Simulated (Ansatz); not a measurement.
Checking a run of Ansatz (a program for electronic structure) on Ca₂Si₃Ag (Fmmm, 12 atoms in the cell). The aim is a self-consistent single point with DFT, PBEsol, plane waves, default PAW files made with PBE.

Cell that was meant: a = 8.3943 Å, b = 8.3102 Å, c = 5.9978 Å, α = 69.71°, β = 68.21°, γ = 42.08°.

Part of the input:

Ansatz 0.2 input:
```yaml
basis:
  ecutwfc: 420.0 eV
kpoints:
  mp_grid: { grid: [1, 1, 1] }
hamiltonian:
  xc: pbesol
  pseudopotentials: { kind: paw }
```

Output, abridged:

```
WARN ansatz: RAYON_NUM_THREADS=1 ignored (pool sized by the plan → 1); use --threads N
Pseudopotentials: kind: paw
   [... lines left out ...]
PAW frozen core: Ag, regenerated for the run's functional, and the local potential with it
Initial density: superposition of atomic densities (neutral atoms: chi_scale 0, normalization atom), corrected by the library's trained network
Initial wavefunctions: pseudopotential atomic-orbital guess
Eigensolver: davidson
Functional: x = pbesol(κ = 0.804, μ = 0.12345679012345678), c = pbesol(β = 0.046)
SCF iter   1: F=—  HF=-25949.683858 eV  |F-HF|=—  |Δ(HF+E_count)|=         —  Δρ=1.05e-2  dr2=5.22e-1  ethr=1.77e-3  ⟨swp⟩=10.0  Hψ=275  notcnv=0
all-band conjugate gradients solve this SCF's bands
preconditioner: auto → Resta (q_TF=auto, 2.336 Å⁻¹)
SCF iter   2: F=—  HF=-25949.580102 eV  |F-HF|=—  |Δ(HF+E_count)|=   1.04e-1  Δρ=5.83e-3  dr2=1.71e-1  ethr=5.12e-4  ⟨swp⟩=2.0  Hψ=76  notcnv=0
   [... lines left out ...]
SCF iter   6: F=—  HF=-25949.529293 eV  |F-HF|=—  |Δ(HF+E_count)|=   2.89e-6  Δρ=5.80e-5  dr2=8.78e-6  ethr=1.60e-7  ⟨swp⟩=2.0  Hψ=69  notcnv=0
SCF iter   7: F=—  HF=-25949.529139 eV  |F-HF|=—  |Δ(HF+E_count)|=   1.55e-4  Δρ=1.14e-5  dr2=4.05e-7  ethr=8.61e-9  ⟨swp⟩=2.0  Hψ=82  notcnv=0
SCF iter   8: F=-25949.529139 eV  HF=-25949.529139 eV  |F-HF|=1.98e-8  |Δ(HF+E_count)|=   1.05e-7  Δρ=3.59e-6  dr2=4.26e-8  ethr=9.80e-11  ⟨swp⟩=13.0  Hψ=277  notcnv=0
SCF 1 converged in 8 iterations: F = -25949.529139 eV  dr2 = 4.26e-8
Free energy (F): -25949.529139 eV
Internal energy: -25949.200845 eV  (E = F + TS)
E sigma→0 (E₀):  -25949.364992 eV
Entropy (-TS):   -0.328294 eV (-27.358 meV/atom)
Fermi energy:    8.518166 eV
--- Forces (eV/Å), atoms counted from 1 ---
  atom   1  Ca     0.00000000     0.20265528    -0.00000000
  atom   2  Ca     0.00000000    -0.20265528     0.00000000
  atom   3  Ca     0.00000000     0.00000000    -0.00000000
  atom   4  Ca    -0.00000000     0.00000000    -0.00000000
  atom   5  Si    -0.45737758     0.00000000     0.39425136
  atom   6  Si     0.45737758     0.00000000    -0.39425136
  atom   7  Si    -0.45737758     0.00000000    -0.39425136
   [... lines left out ...]
  atom  12  Ag     0.00000000     0.00000000     0.07209214
--- Stress (GPa, compression-positive) ---
        2.772007      -0.000000       0.000000
       -0.000000      -6.143179      -0.000000
        0.000000      -0.000000      -1.922930
  P = ⅓ Tr σ = -1.7647 GPa (-17.647 kbar)
  The stress holds the Pulay correction. Without it, at fixed plane waves, as pw.x and ABINIT print it: P = -1.7887 GPa
```

Question: Is anything amiss in this input, and did it matter?

Answer: The run is not sound. The fault is a single k-point for a small metallic cell. One k-point cannot sample the Fermi surface of a small cell. To fix it, use a converged k-point mesh. The run converged in 8 iterations without an error; against the sound input the free energy rises by 415 meV/atom, the pressure goes from -1.93 to -1.76 GPa and the largest force goes from 0.159 to 1.460 eV/Å.

An input that runs soundly differs in these lines (not the only fix; some lines may just follow from the change or write a value another way):
```diff
-  mp_grid: { grid: [1, 1, 1] }
+  mp_grid: { grid: [5, 5, 5] }
```

With that input, the run converged in 7 iterations: free energy E − TS (on the zero of these files) -25954.5104 eV; Fermi level (on the code's own zero) 8.84 eV; pressure -1.93 GPa; largest force (vector length) 0.159 eV/Å (DFT, PBEsol, plane waves, default PAW files made with PBE).

On the sound input: the starting cell comes from a database of published, mostly measured structures (it also holds non-ambient and calculated ones), without a prior relaxation at this level. Ansatz's pressure includes its estimate of the finite-basis (Pulay) stress.
